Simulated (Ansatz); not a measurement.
The parent structure is BN in the zinc blende structure (space group F-43m, No. 216; a = 3.605 Å). Axes: x, y, z lie along the cube axes.

Method: PBEsol, PAW, 420 eV (Ansatz, a program for electronic structure; spin-orbit coupling left out), earlier PAW set.

Strains are applied to the cell and any free atomic positions relax; under stress the whole cell relaxes.

One change was made to it. Results:

The smallest direct gap shrinks by 0.026 eV to 8.78 eV; the electron mass remains 0.89 mₑ along k, 0.29 mₑ across (at X); the band gap drops by 0.03 eV (4.29 eV → 4.26 eV).

Q: Which of these changes matches the shifts?
(A) uniaxial strain ε_yy = +3.11 %
(B) uniaxial strain ε_xx = +3.43 %
(C) uniaxial strain ε_zz = −0.90 %
(D) isotropic strain −5.06 %
(E) uniaxial stress, 2 GPa tension along z

A: E, uniaxial stress, 2 GPa tension along z. For comparison, the band gap in the other runs: uniaxial strain ε_zz = −0.90 % gives 4.14 eV; uniaxial strain ε_xx = +3.43 % gives 3.96 eV; isotropic strain −5.06 % gives 4.45 eV; uniaxial strain ε_yy = +3.11 % gives 3.99 eV.

Effective masses come from finite differences of ±0.01 Å⁻¹. Along k means along the line from Γ to the band edge. Stability under load was not tested beyond the relaxation.
